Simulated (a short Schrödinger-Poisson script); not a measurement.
**Symmetric double-gate stack, Si3N4 on p-type Ge(111)**

Structure: symmetric double-gate stack, Si3N4 on p-type Ge(111), at 77 K.

| layer | material | thickness (nm) | Na (cm⁻³) |
|---|---|---|---|
| 1 | Si3N4 | 5 | - |
| 2 | Ge | 3 | 3e15 |
| 3 | Si3N4 | 5 | - |

The device is made up for the run: typed textbook-type constants, with dimensions and the other settings drawn at random. Si3N4: permittivity 7.5, conduction-band edge (eV) 1.9, gap (eV) 5.1, electron mass (mₑ) 0.5. Ge: permittivity 16, conduction-band edge (eV) 0, gap (eV) 0.664, Nv at 300 K (cm⁻³) 6e18.

Channel valleys (confinement mass, in-plane density-of-states mass, number): L1 1.59, 0.08, 1; L3 0.09, 0.34, 3. At the gates, both at one voltage, the conduction-band edge of layer 1 lies 2.24 eV − eVg above the Fermi level of the channel. Gaps are held at their typed values at every temperature. Mesh 0.03 nm at interfaces.

From a short Schrödinger-Poisson script (our own, NumPy): 1D Poisson equation in equilibrium, electrons quantum, Hartree (BenDaniel-Duke, 12 states a valley, the channel's in-plane mass for all, wave functions free to enter the dielectric), parabolic valleys, classical holes, full ionisation, no traps, pinning or gate leakage.

| Vg (V) | electrons (cm⁻²) | C (μF/cm²) | L1 E0 (meV) | L1 E1 (meV) | L3 E0 (meV) | L3 E1 (meV) |
|---|---|---|---|---|---|---|
| 0.3 | 1.38e7 | < 0.003 | 64.3 | 136.7 | 206.7 | 823.3 |
| 0.4 | 3.89e11 | 1.58 | -10.4 | 61.6 | 131.7 | 747.6 |
| 0.5 | 1.43e12 | 1.69 | -42.7 | 28.2 | 98.5 | 712.7 |
| 0.6 | 2.54e12 | 1.91 | -70.8 | -1.1 | 69.5 | 681.9 |
| 0.7 | 3.78e12 | 2.02 | -90.7 | -22.0 | 48.7 | 659.3 |
| 0.8 | 5.05e12 | 2.06 | -108.9 | -41.2 | 29.7 | 638.5 |
| 0.9 | 6.37e12 | 2.21 | -123.8 | -57.1 | 14.0 | 621.0 |
| 1 | 7.80e12 | 2.34 | -132.2 | -66.7 | 4.6 | 609.7 |
| 1.1 | 9.28e12 | 2.40 | -137.2 | -72.9 | -1.3 | 601.8 |
| 1.2 | 1.08e13 | 2.42 | -140.9 | -77.7 | -5.9 | 595.2 |
| 1.3 | 1.23e13 | 2.43 | -143.9 | -81.9 | -9.8 | 589.3 |
| 1.4 | 1.38e13 | 2.44 | -146.6 | -85.7 | -13.4 | 583.7 |
| 1.5 | 1.53e13 | 2.44 | -149.1 | -89.4 | -16.8 | 578.2 |
| 1.6 | 1.69e13 | 2.44 | -151.5 | -93.0 | -20.1 | 572.9 |
| 1.7 | 1.84e13 | 2.45 | -153.9 | -96.5 | -23.3 | - |
| 1.8 | 1.99e13 | 2.45 | -156.3 | -100.0 | -26.5 | - |

Gate voltages with under 1e6 electrons/cm² are left out.

Subbands count from the Fermi level; a dash marks a level above the dielectric's band edge. The capacitance is that of both gates.

Only the L valleys are kept; under strong confinement the Δ valleys of Ge fill too.
